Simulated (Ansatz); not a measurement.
## PbSe under a change: pressure 1.8 GPa

The parent structure is PbSe in the rock salt structure (space group Fm-3m, No. 225; a = 6.217 Å).

The change: cell and atoms relaxed at a pressure of 1.8 GPa.

Computed with Kohn–Sham DFT with the PBE functional, run in Ansatz (a quantum-chemistry and plane-wave program) with PAW and 420 eV plane waves, spin-orbit coupling left out. Γ-centred 9×9×9 mesh, Fermi–Dirac width 0.05 eV.

| quantity | base | changed | shift |
|---|---|---|---|
| volume per atom | 30.04 Å³ | 28.99 Å³ | -1.05 Å³ |
| density | 7.91 g/cm³ | 8.20 g/cm³ | +0.29 g/cm³ |
| lattice parameter a | 6.217 Å | 6.144 Å | -0.073 Å |
| shortest interatomic distance | 3.109 Å | 3.072 Å | -0.037 Å |
| enthalpy H = E + PV relative to the base's energy | – | +0.33 eV/atom | – |
| band gap | 0.43 eV | 0.32 eV | -0.11 eV |
| gap character | direct at L | direct at L | – |
| mean gap deformation potential ΔEg/Δln V | – | +3.1 eV | – |
| width of the top valence band | 2.92 eV | 3.16 eV | +0.24 eV |
| electron mass | 0.15 mₑ along k, 0.12 mₑ across (at L) | 0.12 mₑ along k, 0.12 mₑ across (at L) | – |
| hole mass | 0.18 mₑ along k, 0.11 mₑ across (at L) | 0.13 mₑ along k, 0.10 mₑ across (at L) | – |
| valley order (the lowest conduction-band minima on the path, energy above the VBM, named in the base's zone) | L along ⟨111⟩ 0.43 eV; a point along ⟨110⟩, about 0.6 Å⁻¹ from Γ 1.22 eV | L along ⟨111⟩ 0.32 eV; a point along ⟨110⟩, about 0.6 Å⁻¹ from Γ 1.14 eV | – |

Final structure:

```yaml
crystal:
  lattice:
    - [0.00000, 3.07194, 3.07194]
    - [3.07194, 0.00000, 3.07194]
    - [3.07194, 3.07194, 0.00000]
  atoms:
    - { symbol: Se, position: [0.00000, 0.00000, 0.00000] }
    - { symbol: Pb, position: [0.50000, 0.50000, 0.50000] }
```

Cost of the whole job for the changed cell (relaxation, final SCF and bands): roughly 16 core-seconds.

Spin-orbit coupling, missing from the scalar runs, can matter with Pb. Load acts through the strain it causes; cell and atoms are relaxed under it. Masses are band curvatures over ±0.01 Å⁻¹ around the edge. Along k means along the line from Γ to the band edge. Stability against distortions was not tested.
